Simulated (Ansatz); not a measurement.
C interstitial in metastable 2H silicon carbide (start: void with 3C3Si nearest; 96-site cell, 2×2×2 shifted sampling). The numbers are results of PBE, PAW (plane waves to 420 eV; Ansatz, a first-principles code), not measurements. Total energies of the localised charge states, counted from that of charge +2, and their image corrections (point charge with alignment); the host's valence-band maximum lies at 9.434 eV on the cells' energy zero and its gap is 2.31 eV.

```tsv
charge	moment (μB)	E − E(first) (eV)	correction (eV)
+2	not spin-polarised	0.000	0.895
+1	1.0	10.404	0.263
0	2.0	21.173	0.000
```

Question: Derive the transition levels above the valence-band maximum and say which of them are thermodynamic.

Answer: A level is the Fermi energy at which two charges have equal formation energy: ε(q/q′) = [E(q′) + corr(q′) − E(q) − corr(q)] / (q − q′) − E_VBM.
ε(+2/+1) = [(10.404 + 0.263) − (0.000 + 0.895)] / 1 − 9.434 = 0.34 eV
ε(+1/0) = [(21.173 + 0.000) − (10.404 + 0.263)] / 1 − 9.434 = 1.07 eV
Thermodynamic levels at least 0.1 eV inside the gap: (+2/+1) at 0.34 eV; (+1/0) at 1.07 eV. They hold to tenths of an eV in this cell. Only the charges listed were compared. The geometries come from one start. Flagged in the runs: a doubtful potential alignment, a host whose relaxation on this sampling wasn't shown to rest, a strain field that reaches the edge of the cell.
